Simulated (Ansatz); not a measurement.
# Zr: response to strain

The parent structure is Zr in the hcp (Mg type) structure (space group P6_3/mmc, No. 194; a = 3.144 Å, c = 5.093 Å; relaxed with 0.1 eV smearing). Axes: x lies along a and z along c of the hexagonal cell.

Strains are applied to the cell and any free atomic positions relax; under biaxial strain the out-of-plane vector relaxes too.

Calculations: LDA (Ansatz, a first-principles code), no spin-orbit coupling.

Notes on the quantities. pressure: mean of the normal stresses, compression positive.

| change | pressure | volume per atom |
|---|---|---|
| base | 0.0 GPa | 21.80 Å³ |
| biaxial strain −2.50 %, plane normal [001], relaxed out of plane | (withheld) | (withheld) |
| biaxial strain −2.00 %, plane normal [001], relaxed out of plane | 1.8 GPa | 21.36 Å³ |
| biaxial strain −1.50 %, plane normal [001], relaxed out of plane | 1.4 GPa | 21.46 Å³ |
| biaxial strain −1.00 %, plane normal [001], relaxed out of plane | 0.9 GPa | 21.57 Å³ |
| biaxial strain −0.50 %, plane normal [001], relaxed out of plane | 0.5 GPa | 21.68 Å³ |
| biaxial strain +0.50 %, plane normal [001], relaxed out of plane | -0.5 GPa | 21.91 Å³ |
| biaxial strain +2.00 %, plane normal [001], relaxed out of plane | -1.9 GPa | 22.28 Å³ |
| biaxial strain +2.50 %, plane normal [001], relaxed out of plane | -2.4 GPa | 22.41 Å³ |
| biaxial strain +3.00 %, plane normal [001], relaxed out of plane | -2.9 GPa | 22.53 Å³ |

Problem. What belongs in the blanks?

Solution. 
- biaxial strain −2.50 %, plane normal [001], relaxed out of plane, pressure: 2.2 GPa
- biaxial strain −2.50 %, plane normal [001], relaxed out of plane, volume per atom: 21.26 Å³

No phonon test of stability was made. All final runs are without spin polarisation.
